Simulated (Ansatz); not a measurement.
zinc-blende ZnS: the defect Cd on the Zn site

All values below come from PBE, PAW (plane waves to 420 eV; Ansatz, a program for electronic structure). Cell: 64 sites, 2×2×2 repeats of a cell of 8 atoms; final energies on a 2×2×2 shifted mesh. Site at the start: the Zn site. Charged cells carry a point-charge image correction with potential alignment at far atoms. Dielectric constants: PBE linear response of the host. Host gap at this level: 2.01 eV. A cell of this size leaves errors of a few tenths of an eV. The semilocal functional narrows the gap, so deep levels can fall outside it. Spin–orbit coupling is left out. Each state is the lowest found from its start.

Formation energies E_f are given with the Fermi level at the valence-band maximum. Chemical conditions: S-rich (Δμ(Zn) = -1.65 eV, Δμ(Cd) = -1.33 eV, bounded by wurtzite CdS; only phases computed here count, gases as isolated molecules at 0 K). Reference phases: Cd: hcp Cd, Zn: hcp Zn.

Charges with a result: +1, 0, −1. Others weren't obtained, and one of them could lie lower, also by skipping a charge.

```
charge         moment (μB)  largest move off a lattice site (Å)  image correction with alignment (eV)  E_f, S-rich (eV)
------  ------------------  -----------------------------------  ------------------------------------  ----------------
+1*               quenched                                 0.16                                     –                 –
0       not spin-polarised                                 0.16                                  0.00              0.16
−1*               quenched                                 0.16                                     –                 –
```

* At this level the carrier isn't localised at the defect: at charge +1 holes occupy the valence band; at charge −1 electrons occupy the conduction band. Such a state is shallow or no state of the defect, and this cell gives it no level.

Starting moments that weren't kept: charge +1 began with 1 μB and ended with 0.0; charge −1 began with 1 μB and ended with 0.0.
